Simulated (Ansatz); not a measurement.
## MgTe: tensor shear ε_yz = +3.20 %

Start from MgTe in the zinc blende structure (space group F-43m, No. 216; a = 6.438 Å). Axes: x, y, z lie along the cube axes.

One thing is altered: a pure shear with ε_yz = ε_zy = 0.0320; the atoms relax in the strained cell.

The values are results of PBEsol (Ansatz, a first-principles code, PAW, spin-orbit coupling left out), earlier PAW set, not measurements. Settings: 9×9×9 k-points, 0.05 eV Fermi–Dirac smearing.

| quantity | base | changed | shift |
|---|---|---|---|
| volume per atom | 33.36 Å³ | 33.33 Å³ | -0.03 Å³ |
| shortest interatomic distance | 2.788 Å | 2.777 Å | -0.011 Å |
| energy relative to the base (free energy F) | 0 meV/atom | +7.1 meV/atom | +7.1 meV/atom |
| pressure (mean of the normal stresses, compression positive) | 0.00 GPa | -0.02 GPa | -0.02 GPa |
| band gap | 2.35 eV | 2.09 eV | -0.26 eV |
| gap character | direct at Γ | direct at Γ | – |
| valence-band top at Γ (three highest levels, from the VBM) | 0.00, 0.00, 0.00 eV | 0.00, -0.23, -0.40 eV | – |
| largest internal atomic displacement | – | 0.040 Å | – |
| stress (xx, yy, zz, yz, xz, xy; compression positive) | – | (-0.08, 0.00, 0.00, -1.06, 0.00, 0.00) GPa | – |

Final structure:

```
CELL_PARAMETERS angstrom
      0.00000     3.32221     3.32221
      3.21920     0.10301     3.21920
      3.21920     3.21920     0.10301
ATOMIC_POSITIONS crystal
  Mg 0.99376 0.00624 0.00624
  Te 0.25624 0.24376 0.24376
```

Spin-orbit coupling, missing from the scalar runs, can matter with Te. Stability against distortions was not tested. k-point labels follow each cell's own Brillouin zone.
